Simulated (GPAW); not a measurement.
Worked example: self-consistent single point of Li (Im-3m, 1 atom in the cell) in GPAW.

Method of the run: PBEsol, GPAW PAW datasets PBEsol (made by gpaw-setup) (plane waves; GPAW).

```
Li
1.0
   -1.75023     1.75023     1.75023
    1.75023    -1.75023     1.75023
    1.75023     1.75023    -1.75023
Li
1
Direct
  0.00000   0.00000   0.00000
```

Reference input (self-consistent single point, DFT PBEsol, plane waves, GPAW PAW datasets PBEsol (made by gpaw-setup)): mode = pw; ecut = 550 eV; xc = PBEsol; kpts = 13 13 13; mesh shift (steps) = 0 0 0; occupations.name = methfessel-paxton; occupations.width = 0.1 eV; occupations.order = 0; nbands = -7; symmetry.symmorphic = false; symmetry.tolerance = 0.0005; maxiter = 100. This run's input differs from it in these lines:

```diff
@@ -13,4 +13,4 @@
             xc='PBEsol',
-            kpts=(13, 13, 13),
-            occupations={'name': 'methfessel-paxton', 'width': 0.1, 'order': 0},
+            kpts={'size': (10, 10, 10), 'gamma': True},
+            occupations={'name': 'methfessel-paxton', 'width': 0.3, 'order': 0},
             nbands=-7,
```

Output (repeated stretches shortened):

```
     iter     time        total  log10-change:
                         energy   eigst   dens
iter:   1 --:--:--    -1.958625
iter:   2 --:--:--    -1.958577   -1.93  -1.24
iter:   3 --:--:--    -1.955930   -2.37  -1.25
iter:   4 --:--:--    -1.956621   -2.67  -1.65
iter:   5 --:--:--    -1.956619   -4.19  -3.03
iter:   6 --:--:--    -1.956600c  -6.07  -3.01
iter:   7 --:--:--    -1.956607c  -5.47  -2.59
iter:   8 --:--:--    -1.956607c  -6.75  -4.32c
iter:   9 --:--:--    -1.956607c  -8.24c -4.15c
Converged after 9 iterations.

Dipole moment: (-0.000000, -0.000000, -0.000000) |e|*Ang

Energy contributions relative to reference atoms: (reference = -201.035873)

Kinetic:         +1.757965
Potential:       -1.545938
External:        +0.000000
XC:              -2.155464
Entropy (-ST):   -0.026756
Local:           +0.000209
SIC:             +0.000000
--------------------------
Free energy:     -1.969985
Extrapolated:    -1.956607

Showing only first 2 kpts
 Kpt  Band  Eigenvalues  Occupancy
  0     0     -3.28618    2.00000
  0     1     14.31266    0.00000

  1     0     -3.10037    2.00000
  1     1     13.05353    0.00000

Fermi level: 0.20549

No gap
No difference between direct/indirect transitions
Energy (eV): -1.956607

Forces in eV/Ang:
  0 Li   -0.00000    0.00000    0.00000

Stress tensor:
     0.003995    -0.000000    -0.000000
    -0.000000     0.003995     0.000000
    -0.000000     0.000000     0.003995
Stress (GPa, Voigt): [ 0.64  0.64  0.64  0.   -0.   -0.  ]
```

The run converged in 9 iterations. GPAW prints stress with tension positive. Against the reference run the free energy goes down by 5.8 meV/atom and the pressure moves little (-0.71 to -0.64 GPa).

The starting cell has typed, rounded lattice constants, without a prior relaxation at this level. Its lattice was rescaled by up to half a per cent.
